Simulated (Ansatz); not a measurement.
Worked example: zone-centre phonon calculation of MgO (Fm-3m, 2 atoms in the cell) in Ansatz (a quantum-chemistry and plane-wave program).

Computed with PBE (plane waves, PAW; Ansatz).

```
CELL_PARAMETERS angstrom
      0.00000     2.09869     2.09869
      2.09869     0.00000     2.09869
      2.09869     2.09869     0.00000
ATOMIC_POSITIONS crystal
  Mg 0.00000 0.00000 0.00000
  O  0.50000 0.50000 0.50000
```

Reference input (self-consistent single point, DFT, PBE, plane waves, default PAW files): basis.ecutwfc = 420 eV; kpoints.mp_grid.grid = 10 10 10; hamiltonian.xc = pbe; hamiltonian.pseudopotentials = {kind: paw} (the program's default PAW files); scf.occupations.method = fermi_dirac; scf.occupations.width = 0.02 eV. This run's input differs from it in these lines:

Ansatz 0.2 input:
```diff
@@ -9,3 +9,3 @@
 basis:
-  ecutwfc: 420.0 eV
+  ecutwfc: 295.0 eV
 kpoints:
@@ -16,7 +16,7 @@
 scf:
-  occupations: { method: fermi_dirac, width: 0.02 eV }
-output:
-  forces: true
-  eigenvalues: true
-  stress: true
+  occupations: { method: fixed }
+phonons:
+  method: dfpt
+  dielectric: true
+  rigid_motions: translations
```

Log, with long lists cut:

```
SCF iter   1: F=—  HF=-2493.560286 eV  |F-HF|=—  |Δ(HF+E_count)|=         —  Δρ=2.16e-2  dr2=2.22e-2  ethr=1.77e-3  ⟨swp⟩=4.4  Hψ=6251  notcnv=0  defer=183
all-band conjugate gradients solve this SCF's bands
preconditioner: auto → none
SCF iter   2: F=—  HF=-2493.560011 eV  |F-HF|=—  |Δ(HF+E_count)|=   2.75e-4  Δρ=8.66e-3  dr2=6.19e-3  ethr=1.39e-4  ⟨swp⟩=2.0  Hψ=2654  notcnv=0  defer=202
SCF iter   3: F=—  HF=-2493.560424 eV  |F-HF|=—  |Δ(HF+E_count)|=   4.13e-4  Δρ=4.71e-3  dr2=6.19e-4  ethr=3.87e-5  ⟨swp⟩=2.0  Hψ=1636  notcnv=0  defer=202
   [... lines left out ...]
SCF iter   5: F=—  HF=-2493.561201 eV  |F-HF|=—  |Δ(HF+E_count)|=   9.64e-5  Δρ=2.64e-4  dr2=1.80e-6  ethr=4.20e-7  ⟨swp⟩=2.0  Hψ=1790  notcnv=0  defer=155
SCF iter   6: F=—  HF=-2493.561206 eV  |F-HF|=—  |Δ(HF+E_count)|=   5.13e-6  Δρ=2.67e-5  dr2=2.50e-8  ethr=1.13e-8  ⟨swp⟩=2.0  Hψ=1697  notcnv=0
SCF iter   7: F=—  HF=-2493.561206 eV  |F-HF|=—  |Δ(HF+E_count)|=   2.59e-8  Δρ=1.77e-6  dr2=2.12e-10  ethr=1.56e-10  ⟨swp⟩=2.0  Hψ=1939  notcnv=0
SCF iter   8: F=-2493.561206 eV  HF=-2493.561206 eV  |F-HF|=0.00e0  |Δ(HF+E_count)|=  6.37e-12  Δρ=1.14e-7  dr2=1.02e-12  ethr=1.00e-12  ⟨swp⟩=6.6  Hψ=6240  notcnv=0
SCF 1 converged in 8 iterations: F = -2493.561206 eV  dr2 = 1.02e-12
DFPT response loops at Γ: preconditioner auto → none (the input reference at scf.mixing.eps_inf says where Resta's filter doesn't serve); β = 0.50 …
Free energy (F): -2493.561206 eV
Internal energy: -2493.561206 eV  (E = F + TS)
E sigma→0 (E₀):  -2493.561206 eV
Fermi energy:    8.398870 eV
--- Phonons (Γ-DFPT): 2 representative perturbations + reference, on 102 of 1000 k-points (Σ response iterations 7) ---
  k mesh reduced under 8 symmetry operations, with k and −k counted as one. Each operation leaves every solved perturbation unchanged …
  ASR residual: 1.574e-4 → 0.000e0 eV/Å²; symmetrization residual: 3.558e-6 eV/Å²
   [... lines left out ...]
  k-mesh period / interband length: 29.7 Å / 1.42 Å = 20.86 at k = (0.0000, 0.0000, 0.0000), direct gap 4.657 eV — 14 or more, which is no proof of convergence
   [... lines left out ...]
        705.86      1             9.3703
  optical modes at Γ + LO–TO along q̂ = [0.0000, 1.0000, 0.0000]:
      ω (cm⁻¹)  modes    IR ((D/Å)²/amu)
        401.56      2            18.7407
        705.86      1             9.3703
  optical modes at Γ + LO–TO along q̂ = [0.0000, 0.0000, 1.0000]:
      ω (cm⁻¹)  modes    IR ((D/Å)²/amu)
        401.56      2            18.7407
        705.86      1             9.3703
```

The run converged in 8 iterations. 

Summary of the result:
- Free energy E − TS (on the zero of these files) = -2493.5612 eV
- Top of the valence band (on the code's own zero) = 8.40 eV
- Gap on the k-point mesh = 4.66 eV
- Zone-centre frequencies (cm⁻¹; negative means imaginary) = 0, 0, 0, 402, 402, 402
- ε∞ at this k-point mesh, which may be far from converged in small-gap cells (xx, yy, zz) = 3.21, 3.21, 3.21
- Born charges at this mesh (mean of the diagonal, e) = Mg 1.98, O -1.98

The starting cell has typed, rounded lattice constants, without a prior relaxation at this level. Its lattice was rescaled by up to half a per cent. The cutoff lies below the one recommended for these files. The frequencies listed for the zone centre hold no LO-TO term.
